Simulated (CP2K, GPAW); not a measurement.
A CP2K input for a self-consistent single point of CdTe (F-43m, 2 atoms in the cell) (DFT LDA (Pade form), GPW, DZVP-MOLOPT-SR-GTH basis, GTH-PADE potentials (GTH_POTENTIALS)):

```
&GLOBAL
  PROJECT run
  RUN_TYPE ENERGY_FORCE
  PRINT_LEVEL MEDIUM
&END GLOBAL
&FORCE_EVAL
  METHOD Quickstep
  STRESS_TENSOR ANALYTICAL
  &DFT
    BASIS_SET_FILE_NAME BASIS_MOLOPT
    POTENTIAL_FILE_NAME GTH_POTENTIALS
    &QS
      METHOD GPW
      EPS_DEFAULT 1E-11
    &END QS
    &MGRID
      CUTOFF 500
      REL_CUTOFF 60
      NGRIDS 5
    &END MGRID
    &SCF
      SCF_GUESS ATOMIC
      EPS_SCF 1E-7
      MAX_SCF 100
      ADDED_MOS 4
      &DIAGONALIZATION
        ALGORITHM STANDARD
      &END DIAGONALIZATION
      &MIXING
        METHOD BROYDEN_MIXING
        ALPHA 0.3
        NBUFFER 12
      &END MIXING
      &SMEAR ON
        METHOD FERMI_DIRAC
        ELECTRONIC_TEMPERATURE [K] 580.23
      &END SMEAR
    &END SCF
    &KPOINTS
      SCHEME MONKHORST-PACK 5 5 5
    &END KPOINTS
    &XC
      &XC_FUNCTIONAL PADE
      &END XC_FUNCTIONAL
    &END XC
    &PRINT
      &MO
        EIGENVALUES T
        OCCUPATION_NUMBERS T
        NDIGITS 8
        FILENAME mo
        &EACH
          QS_SCF 0
        &END EACH
        ADD_LAST NUMERIC
      &END MO
      &MULLIKEN ON
      &END MULLIKEN
    &END PRINT
  &END DFT
  &SUBSYS
    &CELL
      ABC 4.58205200 4.58205162 4.58205203
      ALPHA_BETA_GAMMA 60.00000530 60.00000023 59.99999729
      PERIODIC XYZ
    &END CELL
    &COORD
      SCALED
      Cd       0.00000000     0.00000000     0.00000000
      Te       0.25000000     0.25000000     0.25000000
    &END COORD
    &KIND Cd
      BASIS_SET DZVP-MOLOPT-SR-GTH
      POTENTIAL GTH-PADE-q12
    &END KIND
    &KIND Te
      BASIS_SET DZVP-MOLOPT-SR-GTH
      POTENTIAL GTH-PADE-q6
    &END KIND
  &END SUBSYS
  &PRINT
    &FORCES ON
    &END FORCES
    &STRESS_TENSOR ON
    &END STRESS_TENSOR
  &END PRINT
&END FORCE_EVAL
```

**Question.** Give the GPAW input for the same structure, mesh, smearing and functional.

**Answer.** One input that does it (others would too):

```python
from ase import Atoms
from ase.units import GPa
from gpaw import GPAW, PW, FermiDirac

atoms = Atoms(['Cd', 'Te'],
              cell=[[0.000000, 3.240000, 3.240000],
                    [3.240000, 0.000000, 3.240000],
                    [3.240000, 3.240000, 0.000000]],
              scaled_positions=[[0.000000, 0.000000, 0.000000],
                                [0.250000, 0.250000, 0.250000]],
              pbc=True)

calc = GPAW(mode=PW(550),
            xc='LDA',
            kpts=(5, 5, 5),
            occupations=FermiDirac(0.05),
            nbands=-6,
            convergence={'density': 1e-05, 'energy': 1e-05, 'bands': -4},
            symmetry={'symmorphic': False, 'tolerance': 0.0005},
            maxiter=150)

atoms.calc = calc

energy = atoms.get_potential_energy()
print('Energy (eV):', round(energy, 6))
forces = atoms.get_forces()
print('Forces (eV/Ang):')
print(forces.round(5))
stress = atoms.get_stress()
print('Stress (GPa, Voigt):', (stress / GPa).round(4))
```

Basis, cutoffs, solver keys and any potentials are the target program's own. This input uses DFT LDA (Perdew-Wang 92), plane waves, GPAW PAW datasets LDA (gpaw-data 1.0.1). LDA parametrisations can differ slightly between programs. Both were run: pressure -0.53 GPa in CP2K and -1.80 in GPAW; gap on the mesh 0.625 eV in CP2K and 0.508 in GPAW.

On CP2K: the starting cell has typed, rounded lattice constants, without a prior relaxation at this level. Spin-orbit coupling is off. Values carry the incompleteness of an atom-centred basis.

On GPAW: the starting cell has typed, rounded lattice constants, without a prior relaxation at this level. Spin-orbit coupling is off.
